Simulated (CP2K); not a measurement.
**Parameter sweep on PtSe₂ (P1, 3 atoms in the cell)**

```
PtSe2
1.0
    3.71731     0.00000     0.00000
   -1.85865     3.21929     0.00000
    0.00000     0.00000     5.82007
Pt Se
1 2
Direct
  0.98919   0.00183   0.00066
  0.66433   0.32318   0.77448
  0.34648   0.67498   0.22486
```

Base run A: LDA (Pade form), GPW, DZVP-MOLOPT-SR-GTH basis, GTH-PADE potentials (GTH_POTENTIALS) run with CP2K, self-consistent single point.

Its settings: CUTOFF = 500 Ry; REL_CUTOFF = 50 Ry; KPOINTS/SCHEME = MONKHORST-PACK 5 5 3; XC_FUNCTIONAL = PADE; Pt/BASIS_SET = DZVP-MOLOPT-SR-GTH; Pt/POTENTIAL = GTH-PADE-q18; Se/BASIS_SET = DZVP-MOLOPT-SR-GTH; Se/POTENTIAL = GTH-PADE-q6; METHOD = GPW; EPS_DEFAULT = 1e-10; NGRIDS = 5; SCF_GUESS = ATOMIC; EPS_SCF = 1e-06; MAX_SCF = 100; ADDED_MOS = 6; MIXING/METHOD = BROYDEN_MIXING; MIXING/ALPHA = 0.3; MIXING/NBUFFER = 10; MIXING/BETA = 1 1/bohr.

The starting cell comes from a database of computed structures (which also holds hypothetical and non-ambient phases and stackings), without a prior relaxation at this level. Its atoms were displaced at random from the sites of space group no. 164. Spin-orbit coupling is off. Values carry the incompleteness of an atom-centred basis. In the base run, with a pressure of about -5 GPa the cell is away from its equilibrium volume at this level. Another mesh or the band path of this cell gives a smaller gap, so this value is not converged in the mesh.

ΔF is the free energy per atom less that of run A. Total energies depend on the potentials, the functional and any Hubbard or dispersion term, so they are compared only between runs that share all of them.

Run A gave: pressure (GPa) -4.97; largest force (eV/Å) 0.992; gap on the mesh (eV) 0.677; basis size 52.

Runs:
- B: ADDED_MOS: 6 → 3; Pt/BASIS_SET: DZVP-MOLOPT-SR-GTH → SZV-MOLOPT-SR-GTH; Se/BASIS_SET: DZVP-MOLOPT-SR-GTH → SZV-MOLOPT-SR-GTH
- C: Pt/BASIS_SET: DZVP-MOLOPT-SR-GTH → TZVP-MOLOPT-SR-GTH; Se/BASIS_SET: DZVP-MOLOPT-SR-GTH → TZVP-MOLOPT-SR-GTH
- D: Pt/BASIS_SET: DZVP-MOLOPT-SR-GTH → TZV2P-MOLOPT-SR-GTH; Se/BASIS_SET: DZVP-MOLOPT-SR-GTH → TZV2P-MOLOPT-SR-GTH

Task: What does run D change against A?

Result: The free energy drops by 894 meV/atom, the pressure goes from -4.97 to -2.89 GPa, the largest force goes from 0.992 to 1.047 eV/Å and the gap on the mesh goes from 0.677 to 0.738 eV.

Task: What does run B change against A?

Result: The free energy goes up by 1.97 eV/atom, the pressure goes from -4.97 to 9.97 GPa, the largest force goes from 0.992 to 1.997 eV/Å and the gap on the mesh goes from 0.677 to 0.745 eV.

| run | ΔF (meV/atom) | pressure (GPa) | largest force (eV/Å) | gap on the mesh (eV) | basis size |
|---|---|---|---|---|---|
| A | 0.00 | -4.97 | 0.992 | 0.677 | 52 |
| B | 1969.5 | 9.97 | 1.997 | 0.745 | 18 |
| C | -757.7 | -3.00 | 1.100 | 0.729 | 69 |
| D | -894.3 | -2.89 | 1.047 | 0.738 | 86 |
